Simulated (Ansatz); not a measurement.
Worked example: relaxation of cell and atoms of Ni2Ge (P6_3/mmc, 6 atoms in the cell) in Ansatz (a program for electronic structure).

Level of theory: PBEsol, default PAW files made with PBE (plane waves; Ansatz).

The change in words: atoms on their sites; basis.ecutwfc: 420 eV → 505 eV; relax: default → cell and atoms. Reference geometry:
```yaml
crystal:
  lattice:
    - [3.99175, 0.00000, 0.00000]
    - [-1.99588, 3.45696, 0.00000]
    - [0.00000, 0.00000, 5.03895]
  atoms:
    - { symbol: Ni, position: [0.66667, 0.33333, 0.25992] }
    - { symbol: Ni, position: [0.33333, 0.66667, 0.75000] }
    - { symbol: Ni, position: [0.00000, 0.00000, 0.00000] }
    - { symbol: Ni, position: [0.00000, 0.00000, 0.50000] }
    - { symbol: Ge, position: [0.66667, 0.33333, 0.75000] }
    - { symbol: Ge, position: [0.33333, 0.66667, 0.25000] }
```

Reference input (self-consistent single point, DFT, PBEsol, plane waves, default PAW files made with PBE): basis.ecutwfc = 420 eV; kpoints.mp_grid.grid = 7 7 5; hamiltonian.xc = pbesol; hamiltonian.pseudopotentials = {kind: paw} (the program's default PAW files); scf.occupations.method = fermi_dirac; scf.occupations.width = 0.1 eV. This run's input differs from it in these lines:

Ansatz 0.2 input:
```diff
@@ -7,3 +7,3 @@
   atoms:
-    - { symbol: Ni, position: [0.666667, 0.333333, 0.259923] }
+    - { symbol: Ni, position: [0.666667, 0.333333, 0.250000] }
     - { symbol: Ni, position: [0.333333, 0.666667, 0.750000] }
@@ -14,3 +14,3 @@
 basis:
-  ecutwfc: 420.0 eV
+  ecutwfc: 505.0 eV
 kpoints:
@@ -22,2 +22,4 @@
   occupations: { method: fermi_dirac, width: 0.1 eV }
+relax:
+  cell: {}
 output:
```

Output, abridged:

```
   [... SCF lines of the steps left out ...]
relax step   1: F+E_penalty+E_count = -31728.94509886 eV  Δ(F+E_penalty+E_count) = +0.000e0 eV  max|allowed force component| = 6.168e-17 eV/Å  Δτ_max = 0.0000 Å  P = -2.761 GPa  Ω = 69.534 Å³  (8 SCF iters, dr2 threshold 1.00e-7 eV, accepted)
relax step   2: F+E_penalty+E_count = -31728.95269033 eV  Δ(F+E_penalty+E_count) = -7.591e-3 eV  max|allowed force component| = 1.295e-16 eV/Å  Δτ_max = 0.0000 Å  P = -1.017 GPa  Ω = 68.905 Å³  energy of the carried Pulay correction = +1.701e-4 eV  [...]
relax step   3: F+E_penalty+E_count = -31728.95390561 eV  Δ(F+E_penalty+E_count) = -1.215e-3 eV  max|allowed force component| = 1.002e-16 eV/Å  Δτ_max = 0.0000 Å  P = +0.028 GPa  Ω = 68.543 Å³  energy of the carried Pulay correction = +2.686e-4 eV  [...]
relax step   4: F+E_penalty+E_count = -31728.95364948 eV  Δ(F+E_penalty+E_count) = +2.561e-4 eV  max|allowed force component| = 1.326e-16 eV/Å  Δτ_max = 0.0000 Å  P = +0.024 GPa  Ω = 68.543 Å³  stress off target by 2.82e-2 GPa  SCF on the basis [...]
basis re-selected at this cell: Δ(F+E_penalty+E_count) = +2.561e-4 eV, ΔP = -0.004 GPa vs the last step
the relaxation is at rest under the 24 symmetry operations that the run kept from its start: a minimum is not shown …
Free energy (F): -31728.953649 eV
Internal energy: -31728.833259 eV  (E = F + TS)
E sigma→0 (E₀):  -31728.893454 eV
Entropy (-TS):   -0.120390 eV (-20.065 meV/atom)
Fermi energy:    18.217467 eV
--- Forces (eV/Å), atoms counted from 1 ---
  atom   1  Ni     0.00000000    -0.00000000     0.00000000
   [... zero for the other atoms too ...]
   [... lines left out ...]
  cell:  # Å, volume = 68.5435 Å³
   [... lines left out ...]
    - { symbol: Ni, position: [-2.5663124052646506e-35, -1.547547634176513e-35, 1.0616900897400202e-36] }
    - { symbol: Ni, position: [-2.9683770967961503e-35, -1.5475476006018693e-35, 0.49999999999999994] }
    - { symbol: Ge, position: [0.6666666666666665, 0.33333333333333326, 0.75] }
    - { symbol: Ge, position: [0.33333333333333326, 0.6666666666666665, 0.24999999999999997] }
```

The run converged.  The full log also holds: “iter 5 did not close the SCF: its close was put off for the readings that it lacked (scf_convergence_deferred on its scf_iter line)”. The full log also holds: “iter 4 did not close the SCF: its close was put off for the readings that it lacked (scf_convergence_deferred on its scf_iter line)”.

Summary of the result:
```
Quantity                                                                                                              Value
-----------------------------------------------  --------------------------------------------------------------------------
Free energy E − TS (on the zero of these files)                                                              -31728.9536 eV
Fermi level (on the code's own zero)                                                                               18.22 eV
Pressure                                                                                                           0.02 GPa
Final cell                                       a = 3.974 Å, b = 3.974 Å, c = 5.011 Å, α = 90.00°, β = 90.00°, γ = 120.00°
Final volume per atom                                                                                              11.42 Å³
Relaxation steps                                                                                                          4
```

The starting cell comes from a database of computed structures (which also holds hypothetical and non-ambient phases and stackings), without a prior relaxation at this level. Its lattice was rescaled by up to half a per cent. Spin polarisation is off. The relaxation keeps the symmetry of its start, so its end need not be a minimum. Ansatz's pressure includes its estimate of the finite-basis (Pulay) stress.

Cost on one core of a shared machine: roughly 40 s.
